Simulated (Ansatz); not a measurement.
# 1T (CdI2-type) MgI2

Method: HSE06 (Ansatz, a first-principles code, PAW).

Numerical settings: plane-wave cutoff 460 eV, 9×9×4 k mesh (along the axes of the cell as run), Fermi–Dirac smearing 0.01 eV, scalar-relativistic PAW data made under PBE.

Cell (relaxed at this level):

MgI2 is modelled in the trigonal space group P-3m1 (No. 164), the CdI2 type structure, Pearson symbol hP3. Conventional cell: a = b = 4.177 Å, c = 7.653 Å, α = β = 90.00°, γ = 120.00°. Mg on 1a is coordinated by 6 I at 2.926 Å (octahedral). I on 2d is surrounded by 3 Mg at 2.926 Å (trigonal pyramidal). (Neighbours: up to the widest gap in distance over summed covalent radii, below 1.35, at either atom; cation-cation and far metal-metal contacts left out.)

```
Item                                          Result
-------------------------------------------  -------
band gap                                     4.61 eV
smallest direct gap on the k points sampled  4.81 eV
```

Note: the cell comes from a level without a dispersion term, which matters for the spacing of layers, chains or molecules; the cell has widely spaced layers and the level no dispersion term, so their spacing and the moduli can rest on weak binding.

Spin–orbit coupling is not included; with these elements it can move the gap by several tenths of an eV or more.

Computed values are for the static lattice.

Cost on a shared machine: roughly 2.2 core-hours.
